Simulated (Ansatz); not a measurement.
Surface energy of faces of hcp Re in PBE and in r2SCAN, in Ansatz (plane waves, PAW). Symmetric slabs relaxed with PBE from ideal cuts in 1x1 cells (the lowest computed cut and spin start of each face; real faces may reconstruct in larger cells); r2SCAN values are single points on them, with the bulk at the same level. No spin-orbit coupling, no U.

```csv
face,PBE (J/m²),r2SCAN (J/m²)
(0001),2.63,2.77
(10-10),2.90,3.09
(10-11),3.34,3.59
(10-12),3.36,3.55
(10-13),3.30,3.47
(11-20),3.13,?
(11-21),3.40,3.61
(11-22),3.48,3.70
(11-23),3.53,3.74
```

Fit a straight line y = a·x + b by least squares to the 8 complete rows (x: PBE (J/m²); y: r2SCAN (J/m²)).

the means are x̄ = 3.2425 and ȳ = 3.4400; Σ(x − x̄)² = 0.68295 and Σ(x − x̄)(y − ȳ) = 0.73430, so a = 1.075 and b = ȳ − a·x̄ = -0.046. The largest residual is 0.045.

What does the line predict for the withheld row, (11-20), and what did the calculation give?

the line gives 3.32; the calculation gave 3.29, a miss of -0.03, of the size of the fitted rows' scatter and rounding.

Ansatz is a program for electronic structure.
